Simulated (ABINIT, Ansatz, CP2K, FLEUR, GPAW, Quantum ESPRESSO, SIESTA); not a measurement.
**Code comparison for HfAu (P4/nmm, 4 atoms in the cell)**

Self-consistent single point, at a second geometry (lattice scaled by 0.98). First geometry:

```
CELL_PARAMETERS angstrom
      3.48386     0.00000     0.00000
      0.00000     3.48386     0.00000
      0.00000     0.00000     6.32052
ATOMIC_POSITIONS crystal
  Hf 0.00000 0.50000 0.85158
  Hf 0.50000 0.00000 0.14842
  Au 0.00000 0.50000 0.37143
  Au 0.50000 0.00000 0.62857
```

Shared settings, as Ansatz (a first-principles code) writes them: kpoints.mp_grid.grid = 8 8 4; scf.occupations.method = gaussian; scf.occupations.width = 0.1 eV. Potentials and cutoffs stand in the table.

```csv
code,model,ΔF from the first geometry (meV/atom),pressure (GPa),largest force (eV/Å),cutoff
FLEUR,"PBEsol, all-electron FLAPW (FLEUR), scalar-relativistic valence",–,–,0.220,Kmax 4 1/bohr
Ansatz,"PBEsol, PAW files made with PBE",15.8,7.62,0.202,default
CP2K,"PBEsol, GPW, DZVP-MOLOPT-SR-GTH basis, GTH-PBE potentials (GTH_POTENTIALS)",40.4,11.58,0.364,grid 500 Ry
Quantum ESPRESSO,"PBEsol, GBRV 1.5 ultrasoft (PBESOL) pseudopotentials",13.6,6.87,0.177,40 Ry
GPAW,"PBEsol, GPAW PAW datasets PBEsol (made by gpaw-setup)",22.9,8.88,0.251,600 eV
ABINIT,"PBEsol, norm-conserving pseudopotentials (PseudoDojo nc-sr-04 PBEsol standard)",15.3,7.59,0.181,38 Ha
SIESTA,"GGA PBEsol, numerical atomic orbitals TZP, PseudoDojo PBEsol standard norm-conserving potentials (rewritten from UPF to PSML)",-12.8,3.69,0.268,grid 300 Ry
```

For Quantum ESPRESSO (by 0.5 GPa) the energy change implies a higher mean pressure, against the two pressures, than for the other programs: a sign of finite-basis (Pulay) stress.

Size of the force on each atom (eV/Å): Sizes of forces hide their directions.

| code | Hf1 | Hf2 | Au3 | Au4 |
|---|---|---|---|---|
| FLEUR | 0.220 | 0.220 | 0.213 | 0.213 |
| Ansatz | 0.202 | 0.202 | 0.193 | 0.193 |
| CP2K | 0.364 | 0.364 | 0.136 | 0.136 |
| Quantum ESPRESSO | 0.143 | 0.143 | 0.177 | 0.177 |
| GPAW | 0.251 | 0.251 | 0.145 | 0.145 |
| ABINIT | 0.157 | 0.157 | 0.181 | 0.181 |
| SIESTA | 0.208 | 0.208 | 0.268 | 0.268 |

A dash marks a value that a program does not give, or that is left out as unsure.

On Ansatz's run: spin-orbit coupling is off.

The spread over the programs that give each value: ΔF from the first geometry within 53.2 meV/atom; pressure within 7.89 GPa; largest force within 0.187 eV/Å.

CP2K and SIESTA use small atom-centred bases, whose incompleteness enters pressures, forces and empty levels differently from a plane-wave cutoff. FLEUR treats all electrons, but the usual bases taken here (sphere radii, linearisation, local orbitals, empty states) were not tested for convergence, so the values are no reference for the others. Ansatz's pressure is given at a fixed set of plane waves, as the other plane-wave codes print theirs; with its correction for the finite basis it is 7.68 GPa. In the pressure, CP2K (by 3.97), GPAW (by 1.28) and SIESTA (by 3.92) lie more than 1 GPa from the median of the plane-wave programs. In the force vectors, CP2K (by 0.184) and SIESTA (by 0.089) lie more than 0.08 eV/Å from the median of the plane-wave programs.

The starting cell comes from a database of computed structures (which also holds hypothetical and non-ambient phases and stackings), without a prior relaxation at this level. For this run, on top of that: lattice scaled by 0.98.

Left out of this page: Elk (not drawn, or without a comparable value).

Keys are those of Ansatz 0.2.
